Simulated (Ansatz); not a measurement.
Amorphous Al₄P₁₂O₃₆, 52 atoms at 2.28 g/cm³, one PBE-relaxed geometry, zone centre. Methods: PBE, scalar-relativistic without spin-orbit coupling (Ansatz, a program for electronic structure); r2SCAN, scalar-relativistic without spin-orbit coupling (Ansatz); HSE06, scalar-relativistic without spin-orbit coupling (Ansatz). Plane waves to 420 eV (r2SCAN 500 eV); exact exchange is cut at the cell's faces. At PBE the levels at the filled edge of the gap are localised (band-tail or defect states), and the nearest spread-out levels lie 4.9 eV apart at the zone centre. The higher rungs were started with moments on some atoms, which died out.

The cell was made by melting and quenching with the CHGNet potential and then relaxed with DFT. O atoms were pushed apart under 1.9 Å during the dynamics, to hinder bonds among them. The hot cell started wider than the set density and was brought back towards it in steps. It is the lowest in DFT energy of 2 quenches. It is a model cell: composition and starting density were chosen by hand, and all elements were melted together. No dispersion term was used. Its density started from a set value of 2.46 and ended at 2.28 g/cm³. The simulated quench (nominally 260 K/ps over its main leg) is rapid and tends to freeze in more defects than a deposited or slowly cooled glass has. A cell of this size samples the disorder only roughly. Volume and shape were free in the relaxation. Stress components on the final sampling reach 1.0 GPa. Cycles of charging lowered its energy after that relaxation.

The relaxation ran on the zone centre alone. At PBE the level gap is 4.46 eV on a 2×2×2 Γ-centred mesh, and the spacing at the zone centre alone 4.46 eV.

Task: What zone-centre spacing does r2SCAN give, roughly?

Result: 5.19 eV (+0.73 eV against PBE).

Task: What zone-centre spacing does HSE06 give, roughly?

Result: 6.37 eV (+1.91 eV against PBE).

The highest filled and the lowest empty state spread over these numbers of atoms (participation numbers): PBE: 3.1 and 45.3; r2SCAN: 3.0 and 45.5; HSE06: 3.2 and 45.8.
